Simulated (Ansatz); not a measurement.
## A computed series for ZrSi2: response to strain

Take ZrSi₂ (space group Cmcm, No. 63) as the base.

```xyz
6
Lattice="1.8523 -7.3976 0.0000 1.8523 7.3976 0.0000 0.0000 0.0000 3.6790" Properties=species:S:1:pos:R:3 pbc="T T T"
Si     1.8523    -6.6114     2.7593
Si     1.8523     6.6114     0.9198
Si     1.8523     3.7020     2.7593
Si     1.8523    -3.7020     0.9198
Zr     1.8523    -1.5592     2.7593
Zr     1.8523     1.5592     0.9198
```

Cartesian axes are those of the cell as printed.

Strains are applied to the cell and any free atomic positions relax; under biaxial strain the out-of-plane vector relaxes too; under stress the whole cell relaxes.

Calculations: PBE (Ansatz, an electronic-structure program), scalar-relativistic without spin-orbit coupling, earlier PAW set.

Notes on the quantities. pressure: mean of the normal stresses, compression positive; energy relative to the base: free energy F.

```csv
change,volume per atom,pressure,energy relative to the base
base,16.80 Å³,0.0 GPa,0 meV/atom
"biaxial strain +0.29 %, plane normal [001], relaxed out of plane",16.87 Å³,-0.5 GPa,+0.2 meV/atom
"biaxial strain +2.31 %, plane normal [001], relaxed out of plane",17.37 Å³,-3.4 GPa,+13 meV/atom
isotropic strain −2.83 %,15.42 Å³,13.2 GPa,+53 meV/atom
isotropic strain −1.37 %,16.12 Å³,5.8 GPa,+12 meV/atom
uniaxial strain ε_zz = −2.57 %,16.37 Å³,4.0 GPa,+10 meV/atom
uniaxial strain ε_zz = −2.15 %,16.44 Å³,___,___
uniaxial strain ε_zz = +5.05 %,17.65 Å³,-6.1 GPa,+33 meV/atom
"uniaxial stress, 5 GPa compression along z",16.64 Å³,–,+5.5 meV/atom
```

Task: Complete the table.

Result: 
- uniaxial strain ε_zz = −2.15 %, pressure: 3.3 GPa
- uniaxial strain ε_zz = −2.15 %, energy relative to the base: +7.0 meV/atom

Without a gap, meshes like the base's 13×13×13 leave anisotropic stresses uncertain by several tenths of a GPa, and small strain energies with them. Beyond what the load breaks, stability against distortions was not tested. The final runs are not spin-polarised.
